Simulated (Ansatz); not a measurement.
Defect: Ru-vacancy pair (Ru on one host W site, one W site vacant) in bcc W, neutral cell. These are PBE, PAW (plane waves to 420 eV; Ansatz, a first-principles code) values and carry that method's errors.

36-site cell at the relaxed PBE lattice, a 2×2×3 k-point mesh shifted by half a step, smearing 0.10 eV, spin-restricted, no finite-size correction. No zero-point or tunnelling terms. Spin-orbit coupling is left out. Forms of the defect that were not tried may lie lower.

Barriers: single points on a 3×3×5 k-point mesh shifted by half a step at the bands' geometries (they differ from the bands' own by up to 0.18 eV, and are uncertain by about as much).

A. Ru and the vacancy change places (Ru-vacancy distance between ideal sites 2.76 Å throughout); the atom moves 2.75 Å along (0.50, 0.50, 0.49) of the unit cell; the moving atom starts with neighbours 3 W at 2.74, 3 W at 2.76, W at 2.77, 3 W at 3.15, 2 W at 3.18, W at 3.22 Å and ends with 3 W at 2.74, 3 W at 2.76, W at 2.77, 3 W at 3.15, 2 W at 3.18, W at 3.22 Å; saddle order not checked, on a symmetry element.
B. one W atom jumps into the vacancy from a nearby W site (Ru-vacancy distance between ideal sites 2.76 → 3.18 Å); the atom moves 2.69 Å along (0.49, 0.49, -0.48) of the unit cell; the moving atom starts with neighbours Ru at 3.15, Ru at 3.22; 2 W at 2.73, W at 2.75, 4 W at 2.76, 2 W at 3.15, 2 W at 3.19 Å and ends with Ru at 2.75; 2 W at 2.73, 3 W at 2.76, W at 2.77, W at 3.12, 2 W at 3.15, 2 W at 3.20, W at 3.25 Å; saddle order not checked, on a symmetry element.

A band can be held on a symmetry element, so unchecked saddle points there may be too high.

**Question.** Order them by forward barrier (lowest first) at the level PBE, PAW.

**Answer.** A (1.28 eV), B (1.55 eV)
